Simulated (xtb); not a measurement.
xtb 6.7.1, GFN2-xTB: C[SiH2]NB(C)C, 18 atoms. The geometry is a generated start, not checked to be a minimum at this level.

```yaml
run_flags: --grad
method: GFN2-xTB
"--acc": 1 (default)
"--etemp (K)": 300 (default)
basis_functions: 42
valence_electrons: 36
```

```xyz
18

Si     1.5672     0.1733     0.8811
C      2.9085    -0.4225    -0.3291
N      0.1586     0.6010    -0.0542
B     -1.1738     0.1587    -0.1111
C     -1.7430    -0.9258     0.8904
C     -2.1298     0.8168    -1.2027
H      1.2514    -0.8727     1.8514
H      2.0187     1.3932     1.5702
H      3.8305    -0.6508     0.1973
H      2.5988    -1.3227    -0.8542
H      3.1410     0.3289    -1.0781
H      0.3870     1.2975    -0.7527
H     -2.3522    -1.6648     0.3759
H     -0.9803    -1.4545     1.4533
H     -2.4002    -0.4392     1.6124
H     -2.2159     1.8918    -1.0448
H     -3.1374     0.4075    -1.1977
H     -1.7291     0.6841    -2.2074
```

One run each on 1 thread. Values of broydamp tried: 0.02, 0.05, 0.1, 0.2, 0.4 (default), 0.6, 0.8, 1.

Q: Predict the course of the SCC iterations along this series.

A: Fewest SCC iterations, within one of each other: 0.4 (default) with 13, 0.6 with 13, 0.8 with 13, 1 with 14. The count rises to 22 at 0.02. All converge to one solution.

```
broydamp       SCC iterations            end
-------------  --------------  -------------
0.02                       22  same solution
0.05                       21  same solution
0.1                        18  same solution
0.2                        15  same solution
0.4 (default)              13  same solution
0.6                        13  same solution
0.8                        13  same solution
1                          14  same solution
```
